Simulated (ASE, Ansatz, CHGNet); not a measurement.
L1₂ (Cu3Au-type) Ni3Al, enthalpy of formation

Reference value: -0.420 ± 0.02 eV/atom (measured, 298 K, copied from a table, unchecked, no zero-point or thermal correction; as tabulated in Wang et al. (2021), doi:10.1038/s41598-021-94550-5).

| level (code) | value (eV/atom) | difference (eV/atom) |
|---|---|---|
| EMT (ASE) | 0.257 | +0.677 |
| CHGNet 0.3.0 | -0.473 | -0.053 |
| PBE (Ansatz) | -0.429 | -0.009 |
| PBEsol (Ansatz) | -0.444 | -0.024 |
| PBE-D3(BJ) (Ansatz) | -0.453 | -0.033 |
| PBE-D4 (Ansatz) | -0.452 | -0.032 |
| rVV10 (Ansatz) | -0.425 | -0.005 |
| r²SCAN (Ansatz) | -0.424 | -0.004 |
| B3LYP (VWN-RPA form) (Ansatz) | -0.491 | -0.071 |
| HSE06 (Ansatz) | -0.472 | -0.052 |
| PBE0 (Ansatz) | -0.499 | -0.079 |
| r²SCANh (Ansatz) | -0.449 | -0.029 |

Once the reference is moved by up to 0.100 eV/atom (a margin picked here for doubts on the reference and the settings, and for temperature and zero-point motion) and values within 0.010 eV/atom count as equal, the nearest can be r²SCAN (-0.004 eV/atom), rVV10 (-0.005 eV/atom), PBE (-0.009 eV/atom), PBEsol (-0.024 eV/atom), r²SCANh (-0.029 eV/atom), PBE-D4 (-0.032 eV/atom), PBE-D3(BJ) (-0.033 eV/atom), HSE06 (-0.052 eV/atom), CHGNet 0.3.0 (-0.053 eV/atom), B3LYP (VWN-RPA form) (-0.071 eV/atom) or PBE0 (-0.079 eV/atom). Farthest off among them: EMT (+0.677 eV/atom). Within the reference's own bar: PBE, rVV10, r²SCAN.

The measured value isn't corrected to a static lattice, so vibrations enter the comparison. Spin-polarised runs: PBE (parallel moments), PBEsol (parallel moments), PBE-D3(BJ) (parallel moments), PBE-D4 (parallel moments), rVV10 (parallel moments), r²SCAN (parallel moments), B3LYP (VWN-RPA form) (parallel moments), HSE06 (parallel moments), PBE0 (parallel moments), r²SCANh (parallel moments). Each level is taken at its own relaxed cell. Cutoffs and k meshes differ between the levels. Ansatz's density-functional and Hartree–Fock values are scalar-relativistic unless marked +SOC, with PAW data made under PBE.

Empirical potentials (EMT) are fitted to chosen data: where that held the value shown, agreement is built in, and what lay outside the fit can be far off. Machine-learned potentials (CHGNet 0.3.0) are trained on DFT data: a solid inside that data is no test of them.

Differences are worked out from the printed values.

Ansatz is a program for electronic structure.
